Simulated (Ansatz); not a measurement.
Consider InAs in the zinc blende structure (space group F-43m, No. 216; a = 6.109 Å). Axes: x, y, z lie along the cube axes.

Level of theory: r2SCAN/PAW in Ansatz (a program for electronic structure), spin-orbit coupling left out.

For the base:

```
Quantity                         Value
-----------------------------  -------
Pressure                       0.0 GPa
Band gap                       0.08 eV
Shortest interatomic distance  2.645 Å
```

Now apply this change: uniaxial strain ε_zz = +5.50 %, all other strain components held at zero, atoms relaxed at fixed cell.

### Question
How does this affect the pressure, band gap, shortest interatomic distance and energy relative to the base?

### Answer
The pressure (mean of the normal stresses, compression positive) goes from zero to -2.7 GPa; the band gap becomes zero (base: 0.08 eV); the shortest interatomic distance goes up by 0.0494 Å to 2.695 Å; the energy grows by 21 meV/atom.

A case with no gap was solved on a k-mesh chosen for an insulator, which is coarse for it. Whether these cells are dynamically stable was not tested. The final runs are not spin-polarised. A zero or small gap of InAs can be the functional's error rather than a property of the material.
